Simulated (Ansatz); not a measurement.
System: cubic perovskite SrVO3. Method: LDA (Ansatz, an electronic-structure program, plane waves, PAW).

Numerical settings: plane-wave cutoff 520 eV, 12×12×12 k mesh, Fermi–Dirac smearing 0.1 eV, perturbation theory, force constants from a 4×4×4 q mesh, no spin polarisation, scalar-relativistic PAW data made under PBE.

Computed at the level's own relaxed cell. Harmonic vibrational thermodynamics at fixed volume:

```tsv
T (K)	S_vib (J/K per mol of atoms)	C_V (J/K per mol of atoms)	F_vib (eV/atom)
100	4.11	7.49	0.0644
400	___	___	___
500	___	___	___
600	___	___	___
700	___	___	___
900	___	___	___
1000	___	___	___
```

Problem. Some entries are withheld; supply them.

Solution. 
- 400, S_vib (J/K per mol of atoms): 24.76
- 400, C_V (J/K per mol of atoms): 21.37
- 400, F_vib (eV/atom): 0.0173
- 500, S_vib (J/K per mol of atoms): 29.66
- 500, C_V (J/K per mol of atoms): 22.52
- 500, F_vib (eV/atom): -0.0110
- 600, S_vib (J/K per mol of atoms): 33.83
- 600, C_V (J/K per mol of atoms): 23.21
- 600, F_vib (eV/atom): -0.0439
- 700, S_vib (J/K per mol of atoms): 37.45
- 700, C_V (J/K per mol of atoms): 23.64
- 700, F_vib (eV/atom): -0.0809
- 900, S_vib (J/K per mol of atoms): 43.46
- 900, C_V (J/K per mol of atoms): 24.14
- 900, F_vib (eV/atom): -0.1650
- 1000, S_vib (J/K per mol of atoms): 46.01
- 1000, C_V (J/K per mol of atoms): 24.29
- 1000, F_vib (eV/atom): -0.2114

The crystal is taken as a harmonic solid at every temperature: melting, phase changes and thermal expansion are not seen, nor the electrons' share in a metal.
